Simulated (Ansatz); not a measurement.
## A computed series for BN: response to strain

The reference is BN in the wurtzite structure (space group P6_3mc, No. 186).

```xyz
4
Lattice="2.5232 0.0000 0.0000 -1.2616 2.1852 0.0000 0.0000 0.0000 4.1751" Properties=species:S:1:pos:R:3 pbc="T T T"
B      0.0000     1.4568     0.0013
B      1.2616     0.7284     2.0888
N      0.0000     1.4568     1.5644
N      1.2616     0.7284     3.6520
```

Cartesian axes are those of the cell as printed.

Strains are applied to the cell and any free atomic positions relax; under biaxial strain the out-of-plane vector relaxes too.

Calculations: Kohn–Sham DFT with the LDA functional, run in Ansatz (a program for electronic structure) with PAW and 420 eV plane waves, no spin-orbit coupling.

```csv
case,band gap,volume per atom
base,4.93 eV,5.76 Å³
"biaxial strain +0.60 %, plane normal [001], relaxed out of plane",?,?
"biaxial strain +1.20 %, plane normal [001], relaxed out of plane",5.04 eV,5.89 Å³
"biaxial strain +1.80 %, plane normal [001], relaxed out of plane",5.08 eV,5.95 Å³
"biaxial strain +2.40 %, plane normal [001], relaxed out of plane",5.12 eV,6.02 Å³
"biaxial strain +3.00 %, plane normal [001], relaxed out of plane",5.16 eV,6.08 Å³
```

Problem. Some entries are withheld; estimate them.

Solution. 
- biaxial strain +0.60 %, plane normal [001], relaxed out of plane, band gap: 4.99 eV
- biaxial strain +0.60 %, plane normal [001], relaxed out of plane, volume per atom: 5.82 Å³

Whether these cells are dynamically stable was not tested.
